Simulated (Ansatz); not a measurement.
# CdTe: pressure series

Base system: CdTe in the zinc blende structure (space group F-43m, No. 216; a = 6.489 Å).

Cell and atoms are relaxed at each pressure.

Calculations: Ansatz (a quantum-chemistry and plane-wave program), PBEsol, PAW, cutoff 420 eV, no spin-orbit coupling.

Computed cases, in order: pressure −2 GPa; pressure −1 GPa; 0 GPa (base); pressure 0.9 GPa; pressure 2.1 GPa; pressure 4.5 GPa; pressure 9 GPa; pressure 15 GPa; pressure 22.5 GPa; pressure 30 GPa.

Task: Between which two neighbouring cases does the gap turn between direct and indirect?

Result: Between pressure 22.5 GPa (1.48 eV, direct at Γ) and pressure 30 GPa (1.58 eV, indirect, Γ → X). The whole series: pressure −2 GPa: 0.49 eV, direct at Γ; pressure −1 GPa: 0.57 eV, direct at Γ; 0 GPa (base): 0.65 eV, direct at Γ; pressure 0.9 GPa: 0.71 eV, direct at Γ; pressure 2.1 GPa: 0.78 eV, direct at Γ; pressure 4.5 GPa: 0.91 eV, direct at Γ; pressure 9 GPa: 1.10 eV, direct at Γ; pressure 15 GPa: 1.30 eV, direct at Γ; pressure 22.5 GPa: 1.48 eV, direct at Γ; pressure 30 GPa: 1.58 eV, indirect, Γ → X.

Spin-orbit coupling, missing from the scalar runs, can matter with Te. Load acts through the strain it causes; cell and atoms are relaxed under it. Whether these cells are dynamically stable was not tested. Measured, CdTe leaves this structure (for cinnabar) near 3.53 GPa (temperature not stated; as listed in Datta, Sujoy, Jana, Debnarayan, arXiv (2020)), on rising pressure, with hysteresis.
